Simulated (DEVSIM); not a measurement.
System: abrupt GaP p-n junction, at 300 K.

Layer 1 from the left is GaP, thickness (μm) 0.510, Na (cm⁻³) 1.5e18, τn (s) 1.4e-6, τp (s) 1.4e-6. Layer 2 from the left is GaP, thickness (μm) 230, Nd (cm⁻³) 1.5e16, τn (s) 1.4e-6, τp (s) 1.4e-6.

Left contact: ohmic. Right contact: ohmic. Voltage is applied to the left contact. Recombination: SRH at mid-gap, radiative. Mobility is μmin + (μ − μmin)/(1 + (N/Nref)^α).

The device is made up for the run: typed textbook-type constants, with dimensions and the other settings drawn at random. Values at 300 K.

GaP: gap (eV) 2.26, affinity (eV) 3.8, permittivity 11.1, Nc (cm⁻³) 1.8e19, Nv (cm⁻³) 1.9e19, μn (cm²/Vs) 250, μp (cm²/Vs) 150, μn,min 10, μp,min 10, Nref,n 4.4e18, Nref,p 1e18, αn 0.8, αp 0.85, B (cm³/s) 1e-13.

Simulated with DEVSIM: 1D drift-diffusion, Boltzmann statistics, complete ionisation; no tunnelling, impact ionisation, image-force lowering or self-heating.

Dark forward current:

```csv
|V| (V),|J| (A/cm²)
0.70,1.285e-13
0.75,3.457e-13
0.80,9.314e-13
0.85,2.511e-12
0.90,6.779e-12
0.95,1.833e-11
1.00,4.965e-11
1.05,1.348e-10
1.10,3.666e-10
1.15,1.001e-9
1.20,2.744e-9
1.25,7.587e-9
1.30,2.131e-8
1.35,6.186e-8
1.40,1.922e-7
1.45,6.764e-7
1.50,2.859e-6
1.55,1.467e-5
1.60,8.697e-5
1.65,0.0005595
1.70,0.003730
1.75,0.02466
1.80,0.1425
1.85,0.5469
1.90,1.303
1.95,2.306
```

Task: Work out the local ideality factor n = ΔV / (kT/q · ln(J2/J1)) between the rows 0.70 and 0.75 V, 1.65 and 1.70 V, 1.90 and 1.95 V.

Result: kT/q = 25.85 mV. From 0.70 to 0.75 V: ln(3.457e-13/1.285e-13) = 0.990, n = 1.95, near the 2 of recombination in the depletion region. From 1.65 to 1.70 V: ln(0.003730/0.0005595) = 1.897, n = 1.02, near the 1 of diffusion or emission over a barrier. From 1.90 to 1.95 V: ln(2.306/1.303) = 0.571, n = 3.39; the layers' resistance at their doping, Σ W/(qμN) = 0.039 Ω cm², would take 39 mV of this step of 50 mV.

Task: Estimate the current at 1.65 V from the Shockley equation with J0 = Σ q ni² D/(N L) coth(W/L), τ joining the SRH, radiative and Auger lifetimes that are on, and W taken as the whole layer.

Result: ni² = 3.67 cm⁻⁶; electrons in the p layer: μ = 179 cm²/Vs, D = 4.62 cm²/s, τ = 1.16e-6 s, L = 23.1 μm, W/L = 0.022, term 3.55e-32 A/cm²; holes in the n layer: μ = 146 cm²/Vs, D = 3.78 cm²/s, τ = 1.40e-6 s, L = 23.0 μm, W/L = 10, term 6.45e-32 A/cm². J0 = 1.00e-31 A/cm², and J = J0 exp(qV/kT) = 0.000526 A/cm². The simulation gives 0.000559 A/cm²; the estimate lies 6.0 % below. The estimate leaves out recombination in the depletion region and that region's share of W.
